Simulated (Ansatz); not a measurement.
```yaml
crystal:
  lattice:
    - [3.41272, 0.00000, 0.00000]
    - [1.70636, 2.95550, 0.00000]
    - [0.00000, 0.00000, 13.84957]
  atoms:
    - { symbol: Te, position: [0.66667, 0.66667, 0.38360] }
    - { symbol: Te, position: [0.33333, 0.33333, 0.88360] }
    - { symbol: Te, position: [0.33333, 0.33333, 0.61640] }
    - { symbol: Te, position: [0.66667, 0.66667, 0.11640] }
    - { symbol: Mo, position: [0.66667, 0.66667, 0.75000] }
    - { symbol: Mo, position: [0.33333, 0.33333, 0.25000] }
```

No spin polarisation.

The values are results of Ansatz (a program for electronic structure), PBE-D3(BJ), PAW, cutoff 420 eV, scalar-relativistic without spin-orbit coupling, not measurements. Settings: 11×11×3 k-points, 0.05 eV Fermi–Dirac smearing.

Problem. Estimate the band gap.

Solution. 0.53 eV.

Problem. Predict the width of the top valence band.

Solution. 0.92 eV.

Problem. What is the computed space group?

Solution. P6_3/mmc (No. 194).

Problem. What is the computed pressure (mean of the normal stresses, compression positive)?

Solution. 2.77 GPa.

Spin-orbit coupling, missing from the scalar runs, can matter with Te. The cells carry an imposed strain or load. Stability against distortions was not tested. The cell was made from MoTe₂ (space group P6_3/mmc, No. 194; layered, stacked along the Cartesian z axis) by this change: biaxial strain −2.40 %, plane normal [001], relaxed out of plane.
